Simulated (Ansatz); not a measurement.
Input and output of a relaxation of cell and atoms for LaPb3 (Pm-3m, 4 atoms in the cell) (Ansatz, a first-principles code).

Method of the run: LDA (PW92), default PAW files made with PBE (plane waves; Ansatz).

The change in words: atoms on their sites; basis.ecutwfc: 30.9 Ry → 15.4 Ry; relax: default → cell and atoms. Reference geometry:
```xyz
4
Lattice="4.9335 0.0000 0.0000 0.0000 4.9335 0.0000 0.0000 0.0000 4.9335" Properties=species:S:1:pos:R:3 pbc="T T T"
La     0.0000     0.0000     0.0500
Pb     0.0000     2.4667     2.4667
Pb     2.4667     0.0000     2.4667
Pb     2.4667     2.4667     0.0000
```

Reference input (self-consistent single point, DFT, LDA (PW92), plane waves, default PAW files made with PBE): basis.ecutwfc = 30.9 Ry; kpoints.mp_grid.grid = 5 5 5; hamiltonian.xc = lda; hamiltonian.pseudopotentials = {kind: paw} (the program's default PAW files); scf.occupations.method = gaussian; scf.occupations.width = 0.0073 Ry. This run's input differs from it in these lines:

Ansatz 0.2 input:
```diff
@@ -6,3 +6,3 @@
   atoms:
-    - { symbol: La, position_ang: [0.000000, 0.000000, 0.050001] }
+    - { symbol: La, position_ang: [0.000000, 0.000000, 0.000000] }
     - { symbol: Pb, position_ang: [0.000000, 2.466737, 2.466737] }
@@ -11,3 +11,3 @@
 basis:
-  ecutwfc: 30.9 Ry
+  ecutwfc: 15.4 Ry
 kpoints:
@@ -19,2 +19,4 @@
   occupations: { method: gaussian, width: 0.0073 Ry }
+relax:
+  cell: {}
 output:
```

Log, with long lists cut:

```
   [... SCF lines of the steps left out ...]
relax step   1: F+E_penalty+E_count = -40873.46547565 eV  Δ(F+E_penalty+E_count) = +0.000e0 eV  max|allowed force component| = 5.178e-28 eV/Å  Δτ_max = 0.0000 Å  P = -3.695 GPa  Ω = 120.077 Å³  (7 SCF iters, dr2 threshold 1.00e-7 eV, accepted)
relax step   2: F+E_penalty+E_count = -40878.68402521 eV  Δ(F+E_penalty+E_count) = -5.219e0 eV  max|allowed force component| = 1.288e-28 eV/Å  Δτ_max = 0.0000 Å  P = +37.983 GPa  Ω = 108.681 Å³  energy of the carried Pulay correction = +6.431e0 eV  [...]
   [... lines left out ...]
relax step  54: F+E_penalty+E_count = -40873.78770183 eV  Δ(F+E_penalty+E_count) = -1.546e-2 eV  max|allowed force component| = 5.877e-29 eV/Å  Δτ_max = 0.0000 Å  P = -0.000 GPa  Ω = 112.585 Å³  energy of the carried Pulay correction = +1.545e-2 eV  [...]
relax step  55: F+E_penalty+E_count = -40873.72484384 eV  Δ(F+E_penalty+E_count) = +6.286e-2 eV  max|allowed force component| = 1.437e-28 eV/Å  Δτ_max = 0.0000 Å  P = -0.040 GPa  Ω = 112.585 Å³  stress off target by 3.95e-2 GPa  SCF on the basis [...]
basis re-selected at this cell: Δ(F+E_penalty+E_count) = +6.286e-2 eV, ΔP = -0.039 GPa vs the last step
the relaxation is at rest under the 48 symmetry operations that the run kept from its start: a minimum is not shown …
Free energy (F): -40873.724844 eV
Internal energy: -40873.717807 eV  (E = F + TS)
E sigma→0 (E₀):  -40873.721325 eV
Entropy (-TS):   -0.007037 eV (-1.759 meV/atom)
Fermi energy:    12.401447 eV
--- Forces (eV/Å), atoms counted from 1 ---
  atom   1  La     0.00000000    -0.00000000     0.00000000
   [... zero for the other atoms too ...]
   [... lines left out ...]
  cell:  # Å, volume = 112.5845 Å³
   [... lines left out ...]
  atoms:
    - { symbol: La, position: [-5.551115123125783e-17, -5.551115123125783e-17, -5.551115123125783e-17] }
    - { symbol: Pb, position: [-5.551115123125783e-17, 0.49999999999999994, 0.49999999999999994] }
    - { symbol: Pb, position: [0.49999999999999994, -5.551115123125783e-17, 0.49999999999999994] }
    - { symbol: Pb, position: [0.49999999999999994, 0.49999999999999994, -5.551115123125783e-17] }
```

The run converged. 

Summary of the result:
Free energy E − TS (on the zero of these files): -40873.7248 eV
Fermi level (on the code's own zero): 12.40 eV
Pressure: -0.04 GPa
Final cell: a = 4.8287 Å, b = 4.8287 Å, c = 4.8287 Å, α = 90.00°, β = 90.00°, γ = 90.00°
Final volume per atom: 28.15 Å³
Relaxation steps: 55

The starting cell comes from a database of computed structures (which also holds hypothetical and non-ambient phases and stackings), without a prior relaxation at this level. Its lattice was rescaled by up to half a per cent. The relaxation keeps the symmetry of its start, so its end need not be a minimum. Ansatz's pressure includes its estimate of the finite-basis (Pulay) stress. Without the estimate this run gives -90.92 GPa. The cutoff lies below the one recommended for these files.

Cost on one core of a shared machine: roughly 30 s.
